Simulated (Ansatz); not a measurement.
**Si: strain along the normal**

Si (diamond, Fd-3m, 20.054 Å³/atom at rest) under an equal strain ε in the (111) plane with the normal axis free, as in a coherent film. PBEsol in Ansatz, a plane-wave DFT program (PAW, default set), 420 eV, 11×11×11 Γ-centred mesh, Fermi-Dirac smearing 0.05 eV; ions are relaxed within the symmetry of each cell.

Here s stands for strain and y for normal strain.

| strain (%) | normal strain (%) |
|---|---|
| -1.25 | 0.60 |
| -0.83 | 0.39 |
| -0.42 | 0.19 |
| 0.00 | 0.00 |
| 0.42 | -0.20 |
| 0.83 | -0.38 |
| 1.25 | -0.57 |
| 2.50 | ? |

Fit y of the 7 rows that show it with a straight line. Means: s 0, y 0.004. About the means, the sum of products is -2.2654 and the sum of squares of s is 4.8556; the slope is their ratio. Least squares gives y = 0.004 - 0.4666·s. Residuals (row less fit): 0.013, -0.001, -0.010, -0.004, -0.008, 0.003, 0.009; standard error 0.009 (degrees of freedom: 5). The slope, -0.47 ± 0.00, is the elastic response of the normal axis.

Task: Estimate the missing y (s = 2.50); what did the run itself give?

Result: y = 0.004 - 0.4666 × 2.50 = -1.163%. The calculation gives -1.10%, 0.063% above the prediction (3.7 % of the range of y in the table). The row lies outside the fitted rows, so this is an extrapolation. From the scatter of the fitted rows alone, a prediction at this place has a standard error of 0.015%, so the miss is 4.2 times that.

One order more, fitted to all 13 runs of the series, follows each within 0.01, so the miss is the next term of a smooth law. Rows are the converged runs of the series near zero and its far end; series whose fitted rows scatter by over a few per cent of the range, as at a crossing or softening among them, aren't shown in this form. Most that stay on the fit to the last digits aren't either.
